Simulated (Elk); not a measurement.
Band structure of CsSrO3 (Pm-3m, 5 atoms in the cell).

```
CsSrO3
1.0
    4.92964     0.00000     0.00000
    0.00000     4.92964     0.00000
    0.00000     0.00000     4.92964
Cs Sr O
1 1 3
Cartesian
  0.00000   0.00000   0.00000
  2.46482   2.46482   2.46482
  2.46482   2.46482   0.00000
  0.00000   2.46482   2.46482
  2.46482   0.00000   2.46482
```

Computed with Elk with PBEsol, all-electron FP-LAPW, Elk's shipped species files, APW+lo basis with extra local orbitals.

Settings: xctype = 22; rgkmax = 7.5; stype = 0; swidth = 0.00999582 Ha; ngridk = 7 7 7; gmaxvr = 18 1/bohr; lmaxapw = 10; lmaxo = 8; nxlo = 2; lorbcnd = true; lradstp = 2; nrmtscf = 2; rmtscf = 0.99; lmaxi = 4.

The starting cell comes from a database of computed structures (which also holds hypothetical and non-ambient phases and stackings), without a prior relaxation at this level. Values depend on the basis (sphere radii, cutoffs, local orbitals), which need not be converged. The run gives no clean gap (levels at the Fermi energy touch, overlap or are partly filled at this smearing), which alone does not show that the compound is a metal.

Levels in eV from the Fermi level, bands 20 to 27:
```tsv
point	20	21	22	23	24	25	26	27
Γ	-0.20	-0.20	-0.20	0.16	0.16	0.16	5.32	6.67
X	-0.44	-0.36	-0.36	-0.36	0.11	0.11	6.91	7.50
M	-0.53	-0.53	-0.20	-0.20	0.04	0.17	7.32	7.78
R	-0.75	-0.75	-0.75	0.18	0.18	0.18	7.38	7.38
```

Bands cross the Fermi level along this path, so the cell is metallic at this level.
